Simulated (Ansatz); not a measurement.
# A computed series for hypothetical rock salt BeTe: response to strain

Start from BeTe in the rock salt structure (space group Fm-3m, No. 225; a = 5.303 Å; a hypothetical phase, not in the database extracts checked; relaxed with 0.1 eV smearing). Axes: x, y, z lie along the cube axes.

Strains are applied to the cell and any free atomic positions relax; under biaxial strain the out-of-plane vector relaxes too.

Levels (all Ansatz, a program for electronic structure, PAW): PBEsol (420 eV, no SOC); r2SCAN (500 eV, scalar-relativistic without spin-orbit coupling).

Pressures by level, all at the geometries relaxed with PBEsol:

```json
[
 {"case": "base", "PBEsol": "0.0 GPa", "r2SCAN": "2.8 GPa"},
 {"case": "biaxial strain −2.20 %, plane normal [001], relaxed out of plane", "PBEsol": "2.3 GPa", "r2SCAN": "5.2 GPa"},
 {"case": "biaxial strain −0.34 %, plane normal [110], relaxed out of plane", "PBEsol": "0.3 GPa", "r2SCAN": "3.2 GPa"},
 {"case": "biaxial strain +0.84 %, plane normal [111], relaxed out of plane", "PBEsol": "-0.8 GPa", "r2SCAN": "2.0 GPa"},
 {"case": "isotropic strain −2.43 %", "PBEsol": "6.2 GPa", "r2SCAN": "9.5 GPa"},
 {"case": "isotropic strain −2.38 %", "PBEsol": "6.1 GPa", "r2SCAN": "9.4 GPa"}
]
```

Single points use the geometry relaxed with PBEsol. Their cutoffs differ, which shifts pressures a little. Stability against distortions was not tested. The final runs are not spin-polarised.
